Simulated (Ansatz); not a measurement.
# A computed series for Ru: response to strain

Start from Ru in the hcp (Mg type) structure (space group P6_3/mmc, No. 194; a = 2.722 Å, c = 4.294 Å; relaxed with 0.1 eV smearing).

Strains are applied to the cell and any free atomic positions relax.

Computed with PBE (Ansatz, an electronic-structure program, PAW, no SOC).

Notes on the quantities. energy relative to the base: free energy F; pressure: mean of the normal stresses, compression positive.

```csv
case,shortest interatomic distance,energy relative to the base,pressure
base,266.1 pm,0 meV/atom,0.0 GPa
isotropic strain −3.00 %,258.1 pm,+122 meV/atom,35.5 GPa
isotropic strain −2.50 %,259.4 pm,+83 meV/atom,28.4 GPa
isotropic strain −1.50 %,262.1 pm,+29 meV/atom,15.8 GPa
isotropic strain −1.00 %,263.4 pm,+13 meV/atom,10.1 GPa
isotropic strain −0.50 %,264.7 pm,+3.1 meV/atom,(withheld)
isotropic strain +0.50 %,267.4 pm,(withheld),-4.5 GPa
isotropic strain +1.50 %,270.1 pm,+26 meV/atom,-12.5 GPa
isotropic strain +2.00 %,271.4 pm,+45 meV/atom,-16.0 GPa
isotropic strain +2.50 %,272.7 pm,(withheld),(withheld)
```

Problem. What belongs in the blanks?

Solution. 
- isotropic strain −0.50 %, pressure: 4.9 GPa
- isotropic strain +0.50 %, energy relative to the base: +3.0 meV/atom
- isotropic strain +2.50 %, energy relative to the base: +68 meV/atom
- isotropic strain +2.50 %, pressure: -19.2 GPa

No phonon test of stability was made. The final runs are not spin-polarised.
